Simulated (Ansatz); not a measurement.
Worked example: relaxation of cell and atoms of TiCo (Pm-3m, 2 atoms in the cell) in Ansatz (a first-principles code).

Method: PBE (plane waves, PAW; Ansatz).

```
TiCo
1.0
    2.95505     0.00000     0.00000
    0.00000     2.95505     0.00000
    0.00000     0.00000     2.95505
Ti Co
1 1
Direct
  0.00000   0.00000   0.00000
  0.50000   0.50000   0.50000
```
Moments meant for the start (each program seeds them in its own way; μB, in the order of the atoms Ti Co): 1.0 3.0.

Reference input (self-consistent single point, DFT, PBE, plane waves, default PAW files): basis.ecutwfc = 420 eV; kpoints.mp_grid.grid = 8 8 8; hamiltonian.xc = pbe; hamiltonian.pseudopotentials = {kind: paw} (the program's default PAW files); magnetization.spin_polarized = true; scf.occupations.method = gaussian; scf.occupations.width = 0.1 eV. This run's input differs from it in these lines:

```diff
@@ -19,2 +19,4 @@
   occupations: { method: gaussian, width: 0.1 eV }
+relax:
+  cell: {}
 output:
```

The program printed (abridged):

```
   [... SCF lines of the steps left out ...]
relax step   1: F+E_penalty+E_count = -7626.60300007 eV  Δ(F+E_penalty+E_count) = +0.000e0 eV  max|allowed force component| = 1.519e-29 eV/Å  Δτ_max = 0.0000 Å  P = +6.071 GPa  Ω = 25.805 Å³  (14 SCF iters, dr2 threshold 1.00e-7 eV, accepted)
relax step   2: F+E_penalty+E_count = -7626.61890419 eV  Δ(F+E_penalty+E_count) = -1.590e-2 eV  max|allowed force component| = 5.029e-30 eV/Å  Δτ_max = 0.0000 Å  P = +0.595 GPa  Ω = 26.604 Å³  energy of the carried Pulay correction = -4.322e-4 eV  [...]
   [... lines left out ...]
relax step   5: F+E_penalty+E_count = -7626.61958868 eV  Δ(F+E_penalty+E_count) = +3.278e-6 eV  max|allowed force component| = 8.651e-29 eV/Å  Δτ_max = 0.0000 Å  P = +0.001 GPa  Ω = 26.704 Å³  energy of the carried Pulay correction = -5.396e-6 eV  [...]
relax step   6: F+E_penalty+E_count = -7626.61958868 eV  Δ(F+E_penalty+E_count) = -1.149e-9 eV  max|allowed force component| = 7.152e-29 eV/Å  Δτ_max = 0.0000 Å  P = +0.001 GPa  Ω = 26.704 Å³  stress off target by 1.36e-3 GPa  SCF on the basis [...]
basis re-selected at this cell: Δ(F+E_penalty+E_count) = -1.149e-9 eV, ΔP = +0.001 GPa vs the last step
the relaxation is at rest under the 48 symmetry operations that the run kept from its start: a minimum is not shown …
the relaxation's final electronic state is not compared with the one that a single-point calculation of its input finds at the relaxed geometry …
   [... lines left out ...]
Absolute magnetization: 1.1702 μB (∫|ρ↑−ρ↓|, with the PAW one-centre terms)
Free energy (F): -7626.619589 eV
Fermi energy:    16.524399 eV
   [... lines left out ...]
  cell:  # Å, volume = 26.7041 Å³
    - [2.9890021405522234, 3.370377402677663e-34, 6.419766481290786e-35]
    - [1.4444474582904269e-34, 2.9890021405522234, 0.0]
    - [6.419766481290786e-35, 0.0, 2.9890021405522234]
  atoms:
    - { symbol: Ti, position: [-4.3449402151643503e-35, 3.988519338148193e-36, 4.073381451716048e-36] }
    - { symbol: Co, position: [0.5000000000000001, 0.5000000000000001, 0.5000000000000001] }
```

The run converged. 

Summary of the result:
* **Free energy E − TS (on the zero of these files)**: -7626.6196 eV
* **Fermi level (on the code's own zero)**: 16.52 eV
* **Pressure**: 0.00 GPa
* **Size of the cell's spin moment**: 0.93 μB
* **Final cell**: a = 2.9890 Å, b = 2.9890 Å, c = 2.9890 Å, α = 90.00°, β = 90.00°, γ = 90.00°
* **Final volume per atom**: 13.35 Å³
* **Relaxation steps**: 6

The starting cell comes from a database of computed structures (which also holds hypothetical and non-ambient phases and stackings), without a prior relaxation at this level. Its lattice was rescaled by a random factor within 2.5 % of one. With one magnetic atom in the cell only a parallel order is possible. The relaxation keeps the symmetry of its start, so its end need not be a minimum. Ansatz's pressure includes its estimate of the finite-basis (Pulay) stress.

Keys are those of Ansatz 0.2.
